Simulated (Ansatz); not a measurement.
# TaSe₂ in the rutile structure (space group P4_2/mnm, No. 136; a hypothetical phase, not in the database extracts checked)

```
CELL_PARAMETERS angstrom
      6.36718     0.00000     0.00000
      0.00000     6.36718     0.00000
      0.00000     0.00000     3.48567
ATOMIC_POSITIONS crystal
  Ta 0.50000 0.50000 0.50000
  Ta 0.00000 0.00000 0.00000
  Se 0.79303 0.79303 0.50000
  Se 0.29303 0.70697 0.00000
  Se 0.70697 0.29303 0.00000
  Se 0.20697 0.20697 0.50000
```

All numbers come from Kohn–Sham DFT with the PBE functional, run in Ansatz (a quantum-chemistry and plane-wave program) with PAW and 420 eV plane waves, scalar-relativistic without spin-orbit coupling. k-mesh 8×8×13 (Γ-centred); smearing 0.05 eV (Fermi–Dirac).

The volume per atom is 23.55 Å³ and the density is 7.96 g/cm³. The band gap comes out as zero and the total energy is -6957.391 eV/atom (σ→0; compares only within this code and set-up).

No phonon test of stability was made. All final runs are without spin polarisation. TaSe2 has a high density of states at the Fermi level and may be magnetic at this level.
